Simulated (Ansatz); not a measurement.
P (model structure, started from the C4 type, I4₁32, No. 214, 4 atoms in the cell), treated with LDA (plane waves, PAW; Ansatz, a first-principles code).

Run with plane-wave cutoff 520 eV, 14×14×14 k mesh, Fermi–Dirac smearing 0.05 eV, scalar-relativistic PAW data made under PBE.

Cell (relaxed at this level):

```cif
data_P8
_chemical_formula_sum 'P8'
_space_group_name_H-M_alt 'I4132'
_space_group_IT_number 214
_space_group_name_Hall 'I 4bd 2c 3'
_cell_length_a 5.97990
_cell_length_b 5.97990
_cell_length_c 5.97990
_cell_angle_alpha 90.000
_cell_angle_beta 90.000
_cell_angle_gamma 90.000
loop_
_atom_site_label
_atom_site_type_symbol
_atom_site_symmetry_multiplicity
_atom_site_Wyckoff_symbol
_atom_site_fract_x
_atom_site_fract_y
_atom_site_fract_z
_atom_site_occupancy
P1 P 8 a 0.12500 0.12500 0.12500 1
```
(The calculation used a cell of 4 atoms; values per cell refer to that cell.)

**Question.** Give the computed bulk modulus B0.

**Answer.** 
- bulk modulus B0 = 46.9 GPa

The run finds no gap.

Note: the bulk modulus is −V dP/dV from two relaxed cells at ±2 % in volume; the relaxation could raise the start's symmetry but not lower it, so the cell can be a saddle point.

The computed numbers hold no vibrational or temperature effects.

A model structure was made by putting elements into a prototype or built by hand; it is no filed structure, need not be a known phase, and can be a saddle point held by its symmetry.
